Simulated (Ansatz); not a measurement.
BeSe: band gap against strain

BeSe (zinc blende, F-43m, 16.865 Å³/atom at rest) under an equal strain ε in the (001) plane with the normal axis free, as in a coherent film. PBEsol in Ansatz, a plane-wave DFT program (PAW, default set), 420 eV, 11×11×11 Γ-centred mesh, Fermi-Dirac smearing 0.05 eV; ions are relaxed within the symmetry of each cell. Gaps are the smallest over the k-mesh and a band path, without spin-orbit coupling; in all rows the valence edge lies at Γ and the conduction edge at about 1.2 Å⁻¹ from Γ.

Here s stands for strain and Eg for gap.

| strain (%) | gap (eV) |
|---|---|
| 0.00 | 2.47 |
| 0.50 | 2.41 |
| 1.00 | 2.35 |
| 1.50 | 2.29 |
| 3.00 | ? |

The 4 complete rows are fitted with a straight line, Eg against s. Means: s 0.75000, Eg 2.380. About the means, the sum of products is -0.15000 and the sum of squares of s is 1.2500; the slope is their ratio. Least squares gives Eg = 2.470 - 0.1200·s. Residuals (row less fit): 0.000, 0.000, 0.000, 0.000; standard error 0.000 (degrees of freedom: 2). Over these rows the gap moves by -12 ± 0.3 eV per unit strain.

Task: What does the fit predict for Eg at s = 3.00, and how far is the calculated value from it?

Result: Eg = 2.470 - 0.1200 × 3.0 = 2.110 eV. The calculation gives 2.14 eV, 0.030 eV above the prediction (9.1 % of the range of Eg in the table). The row lies outside the fitted rows, so this is an extrapolation. The fitted rows scatter only by rounding.

Spin-orbit coupling is left out, which can shift this property for BeSe. Rows are the converged runs of the series near zero and its far end; series whose fitted rows scatter by over a few per cent of the range, as at a crossing or softening among them, aren't shown in this form. Most that stay on the fit to the last digits aren't either.
